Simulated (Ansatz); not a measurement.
Cubic perovskite BaZrO3 was calculated with r²SCAN+SOC in Ansatz (plane waves, PAW).

From the output:

```
Crystal: 5 atoms, lattice volume = 75.841 Å³
Basis set: ecut = 560 eV, 2301 PW (Γ), exchange–correlation on 108×108×108 points (27 copies of the dense FFT grid, shifted against one another)
Bands: 50, of which v1, the nominal top of the filled ones, is band 40 counted from 1 (39 counted from 0)
Symmetry: 48 space group operations + 48 with time reversal
k-points: 35 of 512
Initial density: superposition of atomic densities (chi_scale 0.1, normalization cell, long waves kept (reshape's long-wave potential 0.00 eV rms))
Functional: x = r2scan, c = r2scan; τ floored in thin density (d = 2e-4 eV/Å³)
spin=Noncollinear: Resta preconditioning applied to the charge; magnetization (m_x, m_y, m_z) channels mix plain (no charge-response kernel on spin).
SCF 1 converged in 10 iterations: F = -11856.885984 eV  dr2 = 1.01e-11
SCF converged after 10 iterations
Free energy (F): -11856.885984 eV
Internal energy: -11856.885984 eV  (E = F + TS)
E sigma→0 (E₀):  -11856.885984 eV
Fermi energy:    10.972822 eV
--- Forces (eV/Å), atoms counted from 1 ---
  atom   1  Ba     0.00000000    -0.00000000     0.00000000
  atom   2  Zr     0.00000000     0.00000000     0.00000000
  atom   3  O      0.00000000     0.00000000    -0.00000000
  atom   4  O      0.00000000    -0.00000000     0.00000000
  atom   5  O      0.00000000    -0.00000000     0.00000000
--- Stress (GPa, compression-positive) ---
       -3.095155       0.000000       0.000000
       -0.000000      -3.095155       0.000000
        0.000000       0.000000      -3.095155
  P = ⅓ Tr σ = -3.0952 GPa (-30.952 kbar)
```

Q: Write an input file that could have produced this run (the log leaves some choices open).

A: Several could match; the one computed here: 
Ansatz 0.2 input:
```yaml
crystal:
  lattice:
    - [4.2328706268, 0.0, 0.0]
    - [0.0, 4.2328706268, 0.0]
    - [0.0, 0.0, 4.2328706268]
  atoms:
    - { symbol: Ba, position: [0.0, 0.0, 0.0] }
    - { symbol: Zr, position: [0.5, 0.5, 0.5] }
    - { symbol: O, position: [0.5, 0.0, 0.5] }
    - { symbol: O, position: [0.0, 0.5, 0.5] }
    - { symbol: O, position: [0.5, 0.5, 0.0] }
basis:
  ecutwfc: 560
  ecutrho_ratio: 4
  xc_grid: 3
kpoints:
  mp_grid: { grid: [8, 8, 8] }
hamiltonian:
  xc: r2scan
  dispersion: none
  pseudopotentials: { kind: paw }
scf:
  occupations: { method: fermi_dirac, width: 0.01 }
  convergence: { dr2_threshold: 0.0000000005 }
output:
  forces: true
  stress: true
  eigenvalues: true
magnetization:
  noncollinear: true
  spin_orbit: true
```

The cell is one volume of an energy–volume scan, off the minimum.

The PAW data were made under PBE.

The result took roughly 100 core-seconds.

Ansatz is a program for electronic structure.
